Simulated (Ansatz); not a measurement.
Take AlFe in the CsCl type structure (space group Pm-3m, No. 221; a = 2.875 Å; ferromagnetic) as the base.

Method: PBE/PAW in Ansatz (a program for electronic structure), no spin-orbit coupling.

Before the change:

| Item | Result |
|---|---|
| Shortest interatomic distance | 2.490 Å |

Modification: spin polarisation is switched off and the cell is relaxed again.

Problem. What happens to the energy relative to the base and shortest interatomic distance?

Solution. The energy grows by 0.02 eV/atom (to 0.01 eV only: unlike meshes or grids); the shortest interatomic distance falls by 0.005 Å, from 2.490 Å to 2.485 Å.

The magnetic state is the one reached from the starting moments; the real material's order can differ, and small cells can't hold many antiferromagnetic ones. Stability against distortions was not tested. Spin-polarised in the final run: base; the other runs are not.
